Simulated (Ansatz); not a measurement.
Consider a 24-atom supercell of BeS in the zinc blende structure (space group F-43m, No. 216; a = 4.838 Å) at its relaxed geometry.

Calculations: DFT with PBEsol, PAW potentials and a 420 eV plane-wave cutoff in Ansatz (a program for electronic structure), without spin-orbit coupling.

One neutral defect a cell, atoms relaxed at fixed cell.

One change was made to it. Results:

| quantity | base | after |
|---|---|---|
| gap of the supercell | 2.91 eV | 0.52 eV |
| pressure | 0.0 GPa | 4.1 GPa |
| total moment of the cell | – | 0.0 μB |
| largest displacement of a host atom from its site in the perfect cell | – | 0.39 Å |

**Question.** Name the change that was made.
A) Li interstitial (started 1.98 Å from the nearest host atom)
B) H interstitial (started 2.09 Å from the nearest host atom), symmetric start
C) S on a Be site (antisite)

**Answer.** C, S on a Be site (antisite). For comparison, the pressure in the other runs: Li interstitial (started 1.98 Å from the nearest host atom) gives 2.0 GPa; H interstitial (started 2.09 Å from the nearest host atom), symmetric start gives 0.9 GPa.

The magnetic state is the one reached from the starting moments; the real material's order can differ, and small cells can't hold many antiferromagnetic ones. In so small a cell the defect repeats every few ångströms: this is an ordered compound, not a dilute defect. The mesh was chosen for an insulator and is coarse for the gapless case. Defects with a symmetric start kept the site's symmetry and may sit on a saddle; the others started slightly shaken. Seeded moments were not kept for S on a Be site (antisite) and Li interstitial (started 1.98 Å from the nearest host atom). Where the two band edges lie in opposite spin channels, the gap is a spin-flip gap.
